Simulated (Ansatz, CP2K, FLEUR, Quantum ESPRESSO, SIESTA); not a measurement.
**One structure in several programs: SrGe₂Ru₂ (P1, 5 atoms in the cell)**

Self-consistent single point, at a second geometry (atoms moved at random). First geometry:

```xyz
5
Lattice="-2.1524 2.1524 5.1470 2.1524 -2.1524 5.1470 2.1524 2.1524 -5.1470" Properties=species:S:1:pos:R:3 pbc="T T T"
Sr     0.0000     0.0000     0.0000
Ge     0.0000     0.0000     6.6106
Ge     0.0000     0.0000     3.6834
Ru     0.0000     2.1524     2.5735
Ru     2.1524     0.0000     2.5735
```

Second geometry:
```xyz
5
Lattice="-2.1524 2.1524 5.1470 2.1524 -2.1524 5.1470 2.1524 2.1524 -5.1470" Properties=species:S:1:pos:R:3 pbc="T T T"
Sr    -0.0446    -0.0129     0.0021
Ge     0.0120     0.0354     6.6438
Ge     0.0483    -0.0101     3.6569
Ru     0.0393     2.1313     2.5559
Ru     2.0976     0.0087     2.5821
```

Shared settings, as Ansatz (a first-principles code) writes them: kpoints.mp_grid.grid = 6 6 6; scf.occupations.method = gaussian; scf.occupations.width = 0.0037 Ry. Potentials and cutoffs stand in the table.

| code | model | ΔF from the first geometry (meV/atom) | pressure (GPa) | largest force (eV/Å) | cutoff |
|---|---|---|---|---|---|
| CP2K | LDA (Pade form), GPW, DZVP-MOLOPT-SR-GTH basis, GTH-PADE potentials (GTH_POTENTIALS) | 14.1 | -5.81 | 1.398 | grid 500 Ry |
| SIESTA | LDA PW92, numerical atomic orbitals TZP, PseudoDojo LDA standard norm-conserving potentials (rewritten from UPF to PSML) | 27.1 | 1.67 | 1.756 | grid 350 Ry |
| Ansatz | LDA (PW92), PAW files made with PBE | 19.9 | -2.59 | 1.542 | default |
| FLEUR | LDA (Perdew-Zunger), all-electron FLAPW (FLEUR), scalar-relativistic valence | – | – | 1.583 | Kmax 3.8 1/bohr |
| Quantum ESPRESSO | LDA (PZ), GBRV 1.5 ultrasoft (LDA) pseudopotentials | 20.0 | -2.55 | 1.543 | 50 Ry |

Size of the force on each atom (eV/Å): Sizes of forces hide their directions.

```json
[
 {"code": "CP2K", "Sr1": "0.214", "Ge2": "0.453", "Ge3": "1.202", "Ru4": "0.684", "Ru5": "1.398"},
 {"code": "SIESTA", "Sr1": "0.348", "Ge2": "0.758", "Ge3": "1.662", "Ru4": "0.840", "Ru5": "1.756"},
 {"code": "Ansatz", "Sr1": "0.210", "Ge2": "0.515", "Ge3": "1.335", "Ru4": "0.727", "Ru5": "1.542"},
 {"code": "FLEUR", "Sr1": "0.211", "Ge2": "0.541", "Ge3": "1.375", "Ru4": "0.740", "Ru5": "1.583"},
 {"code": "Quantum ESPRESSO", "Sr1": "0.210", "Ge2": "0.519", "Ge3": "1.341", "Ru4": "0.726", "Ru5": "1.543"}
]
```

A dash marks a value that a program does not give, or that is left out as unsure.

On Ansatz's run: spin polarisation is off.

The spread over the programs that give each value: ΔF from the first geometry within 13.0 meV/atom; pressure within 7.48 GPa; largest force within 0.358 eV/Å.

CP2K and SIESTA use small atom-centred bases, whose incompleteness enters pressures, forces and empty levels differently from a plane-wave cutoff. FLEUR treats all electrons, but the usual bases taken here (sphere radii, linearisation, local orbitals, empty states) were not tested for convergence, so the values are no reference for the others. Ansatz's pressure is given at a fixed set of plane waves, as the other plane-wave codes print theirs; with its correction for the finite basis it is -2.50 GPa. The same LDA comes in different parametrisations, which differ slightly. In the pressure, CP2K (by 3.24) and SIESTA (by 4.24) lie more than 1 GPa from the median of the plane-wave programs. In the force vectors, CP2K (by 0.406) and SIESTA (by 0.405) lie more than 0.08 eV/Å from the median of the plane-wave programs.

The starting cell comes from a database of computed structures (which also holds hypothetical and non-ambient phases and stackings), without a prior relaxation at this level. Its lattice was rescaled by a random factor within 2.5 % of one. For this run, on top of that: atoms moved at random.

Keys are those of Ansatz 0.2.
